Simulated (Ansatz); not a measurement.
## A computed series for AlN: pressure series

Base system: AlN in the wurtzite structure (space group P6_3mc, No. 186; a = 3.114 Å, c = 4.984 Å).

Cell and atoms are relaxed at each pressure.

Level of theory: Kohn–Sham DFT with the PBEsol functional, run in Ansatz (a first-principles code) with PAW and 420 eV plane waves, spin-orbit coupling left out.

Candidates:
(a) pressure −1 GPa
(b) pressure 0.9 GPa
(c) pressure 30 GPa

Before the change:

Band gap: 4.09 eV

### Question
Order them by band gap, lowest first.

### Answer
(a) pressure −1 GPa (4.05 eV), (b) pressure 0.9 GPa (4.13 eV), (c) pressure 30 GPa (4.91 eV)

Load acts through the strain it causes; cell and atoms are relaxed under it. Whether these cells are dynamically stable was not tested. Measured, AlN leaves this structure (for rock salt) near 14 GPa (temperature not stated; as listed in Datta, Sujoy, Jana, Debnarayan, arXiv (2020)), on rising pressure, with hysteresis.
